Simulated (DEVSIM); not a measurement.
Device: abrupt Si n-p junction, at 300 K.

```tsv
layer (left to right)	material	thickness (μm)	Nd (cm⁻³)	Na (cm⁻³)	τn (s)	τp (s)
1	Si	2.90	8.6e15	-	3.7e-7	3.7e-7
2	Si	300	-	2.4e17	3.7e-7	3.7e-7
```

Left contact: ohmic. Right contact: ohmic. Voltage is applied to the left contact. Recombination: SRH at mid-gap, radiative, Auger. Mobility is constant in doping.

Constants are typed, rounded textbook-type inputs, not results; the design itself was drawn at random and stands for no fabricated device. Values at 300 K.

| parameter | Si |
|---|---|
| gap (eV) | 1.124 |
| affinity (eV) | 4.05 |
| permittivity | 11.7 |
| Nc (cm⁻³) | 2.86e19 |
| Nv (cm⁻³) | 3.1e19 |
| μn (cm²/Vs) | 1417 |
| μp (cm²/Vs) | 470 |
| B (cm³/s) | 4.7e-15 |
| Cn (cm⁶/s) | 2.8e-31 |
| Cp (cm⁶/s) | 9.9e-32 |

Simulated with DEVSIM: 1D drift-diffusion, Boltzmann statistics, complete ionisation; no tunnelling, impact ionisation, image-force lowering or self-heating.

The doping Nd of layer 1 was swept, all else fixed.

```tsv
doping Nd of layer 1 (cm^-3)	largest field in the device at zero bias (V/cm)	dark forward voltage at 1 A/cm² (V)	potential step across the device at zero bias (V)	dark forward voltage at 100 A/cm² (V)
2.6e14	27000	0.511	0.698	0.864
8.6e14	29000	0.539	0.729	0.870
2.6e15	33000	0.568	0.758	0.880
8.6e15	(withheld)	(withheld)	0.789	(withheld)
2.6e16	75000	0.627	0.817	0.915
8.6e16	120000	0.657	0.848	0.938
2.6e17	180000	0.682	0.877	0.956
```

Problem. What belongs in the gaps?

Solution. 
- 8.6e15, largest field in the device at zero bias (V/cm): 46000
- 8.6e15, dark forward voltage at 1 A/cm² (V): 0.598
- 8.6e15, dark forward voltage at 100 A/cm² (V): 0.895
